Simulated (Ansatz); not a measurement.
# Nb on the Cu site (Nb_Cu) (fcc Cu host)

Computed with PBE, PAW (plane waves to 420 eV; Ansatz, a program for electronic structure). Cell and caveats: 32-site cell; 6×6×6 shifted k-points; start: the Cu site; no Hubbard U; finite-size errors of tenths of an eV; the relaxation kept the symmetry of the starting site.

Neighbours after relaxation, in Å: of the Nb atom: Cu 2.61, Cu 2.61, Cu 2.61, Cu 2.61, Cu 2.61, Cu 2.61, Cu 2.61, Cu 2.61 (the shell may go on).

Formation energies E_f are those of the neutral cell. Chemical conditions: host crystal and elements as references (Δμ(Cu) = 0.00 eV, Δμ(Nb) = 0.00 eV; Nb taken from its element, since no compound that bounds it was computed at this level; only phases computed here count, gases as isolated molecules at 0 K). Reference phases: Cu: fcc Cu, Nb: bcc Nb.

```json
[
 {"charge": "0", "moment (μB)": "not spin-polarised", "point group": "Oh", "largest move off a lattice site (Å)": "0.05", "E_f, host crystal and elements as references (eV)": "1.17"}
]
```

Point groups are those of the whole cell at tolerances of 0.03 and 0.1 Å ("near" where only the looser one holds); none is given for unsettled states.

All states together cost very roughly 5 core-minutes.
